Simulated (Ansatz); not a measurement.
# A computed series for NiSi2: pressure series

Take NiSi$_{2}$ (space group Fm-3m, No. 225; non-magnetic) as the base.

```
NiSi2
1.0
    0.00000     2.72203     2.72203
    2.72203     0.00000     2.72203
    2.72203     2.72203     0.00000
Ni Si
1 2
Direct
  0.00000   0.00000   0.00000
  0.25000   0.25000   0.25000
  0.75000   0.75000   0.75000
```

Cell and atoms are relaxed at each pressure.

Level of theory: PBE, PAW, 420 eV (Ansatz, a quantum-chemistry and plane-wave program; spin-orbit coupling left out), earlier PAW set.

```json
[
 {"pressure (GPa)": "-2", "volume per atom (Å³/atom)": "13.637"},
 {"pressure (GPa)": "-1", "volume per atom (Å³/atom)": "13.539"},
 {"pressure (GPa)": "0", "volume per atom (Å³/atom)": "13.446"},
 {"pressure (GPa)": "0.3", "volume per atom (Å³/atom)": "13.418"},
 {"pressure (GPa)": "0.7", "volume per atom (Å³/atom)": "13.382"},
 {"pressure (GPa)": "1.5", "volume per atom (Å³/atom)": "13.312"},
 {"pressure (GPa)": "3", "volume per atom (Å³/atom)": "13.185"},
 {"pressure (GPa)": "5", "volume per atom (Å³/atom)": "?"},
 {"pressure (GPa)": "7.5", "volume per atom (Å³/atom)": "12.845"}
]
```

Task: Fit the third-order Birch–Murnaghan form P(V) = (3B₀/2)[(V₀/V)^(7/3) − (V₀/V)^(5/3)]·[1 + (3/4)(B₀′ − 4)((V₀/V)^(2/3) − 1)] (squares taken in P) to the rows shown and predict the withheld row.

Result: Least squares on the printed values gives V₀ = 13.445 Å³/atom, B₀ = 146 GPa, B₀′ = 5.0; this predicts 13.028 Å³/atom, and the run gives 13.028 Å³/atom, in agreement.

Load acts through the strain it causes; cell and atoms are relaxed under it. Whether these cells are dynamically stable was not tested. No other phases were tried under pressure. Starting moments died away, wholly or in part, for the base; another magnetic solution may exist. All final runs are without spin polarisation.
